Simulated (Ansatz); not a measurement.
## InP: pressure series

Start from InP in the zinc blende structure (space group F-43m, No. 216; a = 5.907 Å).

Cell and atoms are relaxed at each pressure.

The values are results of r2SCAN (Ansatz, an electronic-structure program), scalar-relativistic without spin-orbit coupling, not measurements.

Computed cases, in order: pressure −2 GPa; pressure −1 GPa; 0 GPa (base); pressure 0.9 GPa; pressure 2.1 GPa; pressure 4.5 GPa; pressure 9 GPa; pressure 15 GPa; pressure 22.5 GPa; pressure 30 GPa.

Q: Between which two neighbouring cases does the gap turn between direct and indirect?

A: Between pressure 9 GPa (1.63 eV, direct at Γ) and pressure 15 GPa (1.76 eV, indirect, Γ → X). The whole series: pressure −2 GPa: 0.84 eV, direct at Γ; pressure −1 GPa: 0.94 eV, direct at Γ; 0 GPa (base): 1.03 eV, direct at Γ; pressure 0.9 GPa: 1.10 eV, direct at Γ; pressure 2.1 GPa: 1.20 eV, direct at Γ; pressure 4.5 GPa: 1.36 eV, direct at Γ; pressure 9 GPa: 1.63 eV, direct at Γ; pressure 15 GPa: 1.76 eV, indirect, Γ → X; pressure 22.5 GPa: 1.64 eV, indirect, Γ → X; pressure 30 GPa: 1.54 eV, indirect, Γ → X.

Load acts through the strain it causes; cell and atoms are relaxed under it. No phonon test of stability was made. Measured, InP leaves this structure (for rock salt) near 9.8 GPa (temperature not stated; as listed in Datta, Sujoy, Jana, Debnarayan, arXiv (2020)).
